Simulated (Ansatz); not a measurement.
Amorphous Si20O32C6H16, 74 atoms at 1.80 g/cm³, one PBE-relaxed geometry, zone centre. Methods: PBE, scalar-relativistic without spin-orbit coupling (Ansatz, a quantum-chemistry and plane-wave program); r2SCAN, scalar-relativistic without spin-orbit coupling (Ansatz); HSE06, scalar-relativistic without spin-orbit coupling (Ansatz). Plane waves to 420 eV (r2SCAN 500 eV); exact exchange is cut at the cell's faces. At PBE the levels at the filled edge of the gap are localised (band-tail or defect states), and the nearest spread-out levels lie 3.9 eV apart at the zone centre. The higher rungs were started with moments on some atoms, which died out.

A CHGNet melt-quench gave the starting glass, which DFT then relaxed. O atoms were pushed apart under 1.9 Å during the dynamics, to hinder bonds among them. The hot cell started wider than the set density and was brought back towards it in steps. It is the lowest in DFT energy of 2 quenches. It is a model cell: composition and starting density were chosen by hand, and all elements were melted together. No dispersion term was used. Its density started from a set value of 1.80 and ended at 1.80 g/cm³. The quench (nominally 340 K/ps over its main leg) was far faster than any real one, so the model tends to hold more defects than a real film. Values belong to this one cell and scatter from quench to quench. The volume was free in the relaxation, at fixed shape. Stress components on the final sampling reach 1.6 GPa.

The relaxation ran on the zone centre alone. At PBE the level gap is 0.95 eV on a 2×2×2 Γ-centred mesh, and the spacing at the zone centre alone 1.01 eV.

**Question.** What zone-centre spacing does r2SCAN give, roughly?

**Answer.** 1.29 eV (+0.27 eV against PBE).

**Question.** What zone-centre spacing does HSE06 give, roughly?

**Answer.** 1.96 eV (+0.94 eV against PBE).

The highest filled and the lowest empty state spread over these numbers of atoms (participation numbers): PBE: 2.6 and 11.4; r2SCAN: 2.5 and 11.0; HSE06: 2.4 and 11.0.
